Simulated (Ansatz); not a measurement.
```xyz
3
Lattice="4.6217 0.0000 0.0000 -2.3108 4.0025 0.0000 0.0000 0.0000 2.7283" Properties=species:S:1:pos:R:3 pbc="T T T"
Nb     0.0000     0.0000     0.0000
Au     2.3108     1.3342     1.3641
Au     0.0000     2.6683     1.3641
```

NbAu$_{2}$ (P6/mmm), PBEsol, DFPT electron-phonon coupling, linearised Boltzmann equation (plane waves, PAW, scalar-relativistic; Ansatz, an electronic-structure program): the phonon-limited resistivity at 300 K is 25.1 μΩ·cm (x, the basal plane), 25.1 μΩ·cm (y, the basal plane), 9.50 μΩ·cm (z, c). Third figures are kept for the arithmetic.

Question: Bound the resistivity of a random, dense polycrystal without boundary scattering, and give the anisotropy.

Answer: Largest over smallest: 2.6. Upper bound, grains in series: (25.1 + 25.1 + 9.50)/3 = 19.9 μΩ·cm. Lower bound, grains side by side: 3/Σ(1/ρ) = 16.2 μΩ·cm. The best single-crystal direction lies 41 % under the lower bound.

Question: The current-weighted mean free path is 12.1 nm along x and 10.2 nm along z. How does ρ₀ℓ differ between these directions?

Answer: x: 25.1 × 12.1 = 30×10⁻¹⁶ Ω·m²; z: 9.50 × 10.2 = 9.7×10⁻¹⁶ Ω·m², a ratio of 3.1. The size effect in a wire also hangs on the velocities towards its walls, so the isotropic formulas don't carry over to this crystal.

A metal at this level (no band gap). Only scattering by harmonic phonons is included (no impurities, grain boundaries, electron-electron scattering or thermal expansion). Spin-orbit coupling is left out, which matters with elements this heavy. Halving the electron mesh (20x20x32) moves the resistivity by up to 5 % at 300 K, the mean free path by up to 6 %. Smearing 0.20 eV; phonons on a 4x4x5 q mesh, which this run doesn't test.

Formula and space group known from diffraction (Crystallography Open Database), not checked to be the room-temperature form: NbAu2 (P6/mmm).
